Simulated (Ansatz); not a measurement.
What Ta → Hf does to Ta

The parent structure is Ta in the bcc (W type) structure (space group Im-3m, No. 229; a = 3.305 Å).

The change: every Ta is replaced by Hf, then cell and atoms are relaxed.

Computed with Kohn–Sham DFT with the r2SCAN functional, run in Ansatz (a quantum-chemistry and plane-wave program) with PAW and 500 eV plane waves, no spin-orbit coupling. Γ-centred 18×18×18 mesh, Fermi–Dirac width 0.05 eV, for the changed cell.

```json
{
  "volume_per_atom": "22.16 Å³ (base 18.05 Å³)",
  "density": "13.37 g/cm³ (base 16.65 g/cm³)",
  "lattice_parameter_a": "3.539 Å (base 3.305 Å)",
  "space_group": "Im-3m (No. 229) (base Im-3m (No. 229))",
  "shortest_interatomic_distance": "3.065 Å (base 2.862 Å)",
  "band_gap": "zero (base zero)"
}
```

Cost of the whole job for the changed cell (relaxation, final SCF and bands): roughly 50 core-seconds.

Stability against distortions was not tested. All final runs are without spin polarisation. This is not the structure that Hf has at room temperature and ambient pressure.
